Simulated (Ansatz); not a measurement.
## KH in the zinc blende structure (space group F-43m, No. 216; a hypothetical phase, not in the database extracts checked)

```
KH
1.0
    0.00000     3.06314     3.06314
    3.06314     0.00000     3.06314
    3.06314     3.06314     0.00000
H K
1 1
Direct
  0.75000   0.75000   0.75000
  0.00000   0.00000   0.00000
```

Method: Ansatz (a quantum-chemistry and plane-wave program) PBEsol, no spin-orbit coupling. Γ-centred 9×9×9 mesh, Fermi–Dirac width 0.05 eV.

```json
{
  "volume_per_atom": "28.74 Å³",
  "density": "1.16 g/cm³",
  "band_gap": "3.54 eV, indirect, X → L",
  "electron_mass": "1.1 mₑ along k, 1.3 mₑ across",
  "Lowest conduction-band minima above the VBM": "L along ⟨111⟩ 3.54 eV; a point along ⟨100⟩, about 0.9 Å⁻¹ from Γ 3.65 eV; a point along ⟨110⟩, about 0.7 Å⁻¹ from Γ 3.96 eV",
  "total_energy": "-765.959 eV/atom (σ→0; compares only within this code and set-up)"
}
```

Effective masses come from finite differences of ±0.01 Å⁻¹. Along k means along the line from Γ to the band edge. Whether these cells are dynamically stable was not tested.
